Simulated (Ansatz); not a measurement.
The starting structures come from a database of crystals and need not be the phases stable at ambient conditions.

Inside the gap of an insulator the Bloch states are evanescent, with a wavenumber k + iκ along the transport direction.

Data:

```
KRb2ScF6
1.0
    6.30726     0.00000     0.00000
   -0.01822     8.95189     0.00000
    0.00000     0.00000     6.36910
K Rb Sc F
2 4 2 12
Direct
  0.00000   0.50000   0.00000
  0.50000   0.00000   0.50000
  0.99321   0.74988   0.53362
  0.00679   0.25012   0.46638
  0.50679   0.75012   0.03362
  0.49321   0.24988   0.96638
  0.00000   0.00000   0.00000
  0.50000   0.50000   0.50000
  0.31951   0.46014   0.24337
  0.68049   0.53986   0.75663
  0.18049   0.03986   0.74337
  0.81951   0.96014   0.25663
  0.75663   0.53249   0.31539
  0.24337   0.46751   0.68461
  0.74337   0.96751   0.81539
  0.25663   0.03249   0.18461
  0.93176   0.21978   0.02274
  0.06824   0.78022   0.97726
  0.56824   0.28022   0.52274
  0.43176   0.71978   0.47726
```

Space group of this cell: P2_1/c. The cell is taken as given.

Transport runs along the normal of the first two printed cell vectors.

No gap correction and no spin-orbit coupling; mid-gap values are interpolated between computed energies.

Question: Estimate the band gap and the smallest decay constant κ at mid-gap that r2SCAN (Ansatz, a program for electronic structure) returns for this system.

Answer: Gap 7.69 eV on a 6×4×6 mesh; κ = 0.559 1/Å, at the zone centre.
